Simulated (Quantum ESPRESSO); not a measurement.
# Habitual settings against a tight run: CoCu2GeSe4 (I-4, 8 atoms in the cell)

Self-consistent single point.

```yaml
crystal:
  lattice:
    - [2.84207, -2.84207, 5.66619]
    - [2.84207, 2.84207, 5.66619]
    - [-2.84207, -2.84207, 5.66619]
  atoms:
    - { symbol: Co, position: [0.00000, 0.50000, 0.50000], spin: 3.0 }
    - { symbol: Cu, position: [0.00000, 0.00000, 0.00000] }
    - { symbol: Cu, position: [0.50000, 0.75000, 0.25000] }
    - { symbol: Ge, position: [0.50000, 0.25000, 0.75000] }
    - { symbol: Se, position: [0.00607, 0.12893, 0.62212] }
    - { symbol: Se, position: [0.50681, 0.86500, 0.87107] }
    - { symbol: Se, position: [0.99393, 0.62819, 0.13500] }
    - { symbol: Se, position: [0.49319, 0.37788, 0.37181] }
```
(The spins are starting values, not results.)

Level of theory: PBEsol, PSlibrary ultrasoft (PBE) pseudopotentials (plane waves; Quantum ESPRESSO).

Base settings: ecutwfc = 50 Ry; ecutrho = 300 Ry; occupations = smearing; smearing = gauss; degauss = 0.0147 Ry; nspin = 2; input_dft = pbesol; K_POINTS = automatic 6 6 6 0 0 0; conv_thr = 1e-10 Ry; mixing_beta = 0.3.

Tight run (finer mesh or higher cutoff; not a proven limit): ecutwfc: 50 Ry → 70 Ry; ecutrho: 300 Ry → 420 Ry; conv_thr: 1e-10 Ry → 7.3e-11 Ry; K_POINTS: automatic 6 6 6 0 0 0 → automatic 9 9 9 0 0 0. It gave Fermi level (on the code's own zero) 5.72 eV; pressure -5.54 GPa; largest force (vector length) 0.205 eV/Å; size of the cell's spin moment 2.68 μB; site moments (μB, in the program's spheres or projections) Co 2.00, Cu 0.07, Cu 0.06, Ge 0.00, Se 0.06, Se 0.06, Se 0.06, Se 0.06.

Quick runs, as changes from the base:
- A: the base itself
- B: ecutwfc: 50 Ry → 35 Ry; ecutrho: 300 Ry → 210 Ry; K_POINTS: automatic 6 6 6 0 0 0 → automatic 4 4 4 0 0 0

Energies are extrapolated to zero smearing width, which holds to low order in the width alone (under cold and Methfessel-Paxton smearing the free energy itself is taken).

The count of work is k-points × plane waves × bands × iterations; it is no time. Core times come from one kind of shared machine and are given to one figure; runs under 30 s give none.

The starting cell comes from a database of computed structures (which also holds hypothetical and non-ambient phases and stackings), without a prior relaxation at this level. Its lattice was rescaled by a random factor within 2.5 % of one. With one magnetic atom in the cell only a parallel order is possible. In the base run, with a pressure of about -6 GPa the cell is away from its equilibrium volume at this level.

| run | energy less tight (meV/atom) | pressure less tight (GPa) | count of work / tight | core time / tight (rough) |
|---|---|---|---|---|
| A | 5.9 | -0.25 | 0.21 | 0.2 |
| B | 28.1 | -0.10 | 0.047 | 0.06 |

Among the runs at the tight run's level, the energy misses run from 5.9 to 28.1 meV/atom.

Left out of this page: 4 runs of the series outside the window shown, repeating another row's setting, or not comparable.
